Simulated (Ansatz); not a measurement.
Results of LDA (plane waves, PAW; Ansatz, an electronic-structure program) for CsCl-type FeTi.

The run printed, among other lines:

```
WARN output.stress: scf.convergence.dr2_threshold = 1e-7 eV (the SCF's general default) is looser than the 2e-10 eV advised for a printed stress (1e-10 eV for …
Relaxation: its limit of steps is 80 (relax.max_steps)
Crystal: 2 atoms, lattice volume = 24.507 Å³
Basis set: ecut = 520 eV, 691 PW (Γ), exchange–correlation on 48×48×48 points (8 copies of the dense FFT grid, shifted against one another)
Bands: 18, of which v1, the nominal top of the filled ones, is band 14 counted from 1 (13 counted from 0)
Symmetry: 48 space group operations
Space group: Pm-3m (ITA 221), of the structure as read, at distance tolerance 2.9e-5 Å
k-points: 220 of 5832
Initial density: superposition of atomic densities (chi_scale 0.1, normalization cell, long waves kept (reshape's long-wave potential 0.00 eV rms))
Functional: x = slater, c = lda
SCF iter   1: F=—  HF=-6871.938824 eV  |F-HF|=—  |Δ(HF+E_count)|=         —  Δρ=1.08e-1  dr2=1.73e0
SCF iter   2: F=—  HF=-6871.491764 eV  |F-HF|=—  |Δ(HF+E_count)|=   4.47e-1  Δρ=4.87e-2  dr2=7.31e-1
  ...
SCF iter   8: F=—  HF=-6871.350094 eV  |F-HF|=—  |Δ(HF+E_count)|=   1.90e-6  Δρ=2.54e-5  dr2=2.01e-7
SCF iter   9: F=-6871.350094 eV  HF=-6871.350094 eV  |F-HF|=2.35e-9  |Δ(HF+E_count)|=   3.01e-8  Δρ=3.22e-6  dr2=2.63e-9
SCF 1 converged in 9 iterations: F = -6871.350094 eV  dr2 = 2.63e-9
relax step   1: F+E_penalty+E_count = -6871.35009408 eV  Δ(F+E_penalty+E_count) = +0.000e0 eV  max|allowed force component| = 1.012e-28 eV/Å  Δτ_max = 0.0000 Å  (9 SCF iters, accepted)
SCF converged after 9 iterations
Free energy (F): -6871.350094 eV
Internal energy: -6871.344990 eV  (E = F + TS)
E sigma→0 (E₀):  -6871.347542 eV
Fermi energy:    18.012854 eV
--- Forces (eV/Å), atoms counted from 1 ---
  atom   1  Ti    -0.00000000     0.00000000     0.00000000
  atom   2  Fe     0.00000000     0.00000000     0.00000000
--- Stress (GPa, compression-positive) ---
       -4.293969      -0.000000       0.000000
       -0.000000      -4.293969       0.000000
        0.000000       0.000000      -4.293969
  P = ⅓ Tr σ = -4.2940 GPa (-42.940 kbar)
```

Problem. Write an input file that could have produced this run (the log leaves some choices open).

Solution. One answer among several that fit: 
Ansatz 0.2 input:
```yaml
crystal:
  lattice:
    - [2.9046839319, 0.0, 0.0]
    - [0.0, 2.9046839319, 0.0]
    - [0.0, 0.0, 2.9046839319]
  atoms:
    - { symbol: Ti, position: [0.0, 0.0, 0.0] }
    - { symbol: Fe, position: [0.5, 0.5, 0.5] }
basis:
  ecutwfc: 520
  ecutrho_ratio: 4
  xc_grid: 2
kpoints:
  mp_grid: { grid: [18, 18, 18] }
hamiltonian:
  xc: lda
  dispersion: none
  pseudopotentials: { azcp: { folder: ./paw }, kind: paw }
scf:
  occupations: { method: fermi_dirac, width: 0.05 }
output:
  forces: true
  stress: true
  eigenvalues: true
relax:
  f_tol: 0.004
  escape_saddle: false
  max_steps: 80
```

The cell is one volume of an energy–volume scan, off the minimum.

The PAW data were made under PBE.

Note: the volume lies 7 % below that of the published cell.

It cost about 12 core-seconds (a rough figure) of CPU time.
